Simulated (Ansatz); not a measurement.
The reference is ZnSe in the zinc blende structure (space group F-43m, No. 216; a = 5.733 Å).

(Cell as relaxed with PBE.)

Levels (all Ansatz, a program for electronic structure, PAW, earlier PAW set): PBE (420 eV, spin-orbit coupling left out); r2SCAN (500 eV, no spin-orbit coupling).

Each level relaxes its own structure.

```json
[
 {"base": "volume per atom", "PBE": "23.55 Å³", "r2SCAN": "22.74 Å³"},
 {"base": "lattice parameter a", "PBE": "5.733 Å", "r2SCAN": "5.666 Å"},
 {"base": "band gap", "PBE": "1.15 eV", "r2SCAN": "1.86 eV"}
]
```

Now apply this change: the cell is scaled by 1.0087 in all directions, atoms relaxed at fixed cell.

```csv
quantity,PBE,r2SCAN
band gap,1.05 eV,1.75 eV
"hole mass (degenerate bands, along [100])","0.088, 0.65, 0.65 mₑ (at Γ)","0.13, 0.62, 0.62 mₑ (at Γ)"
pressure,-1.39 GPa,-1.60 GPa
```

PBE's band gap lies 0.70 eV below r2SCAN's; PBE's pressure lies 0.21 GPa above r2SCAN's. Neither level is exact; r2SCAN is the comparison here, not a measurement.

The cells carry an imposed strain or load. Masses are band curvatures over ±0.01 Å⁻¹ around the edge. No phonon test of stability was made.
